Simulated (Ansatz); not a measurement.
**Electron-phonon data for ScGa3 (Pm-3m)**

```xyz
4
Lattice="4.0516 0.0000 0.0000 0.0000 4.0516 0.0000 0.0000 0.0000 4.0516" Properties=species:S:1:pos:R:3 pbc="T T T"
Sc     0.0000     0.0000     0.0000
Ga     2.0258     2.0258     0.0000
Ga     0.0000     2.0258     2.0258
Ga     2.0258     0.0000     2.0258
```

These are PBEsol, DFPT electron-phonon coupling, linearised Boltzmann equation (plane waves, PAW, scalar-relativistic; Ansatz, an electronic-structure program) values and carry that method's errors. How the cell was made: relaxed with this functional, without spin-orbit coupling.

```json
{
 "resistivity at 300 K": "11.9 μΩ·cm",
 "drude_plasma_energy": "7.1 eV",
 "Hall coefficient at 300 K": "-27 ×10⁻¹¹ m³/C"
}
```

A metal at this level (no band gap). Only scattering by harmonic phonons is included (no impurities, grain boundaries, electron-electron scattering or thermal expansion). Spin-orbit coupling is left out. The squared frequency of the phonon mode least converged on the k mesh is uncertain by 11 %. Halving the electron mesh (20x20x20) moves the resistivity by up to 9 % at 300 K. Smearing 0.20 eV; phonons on a 4x4x4 q mesh, which this run doesn't test and which matters most at low temperature.

Formula and space group known from diffraction (Crystallography Open Database), not checked to be the room-temperature form: ScGa3 (Pm-3m).
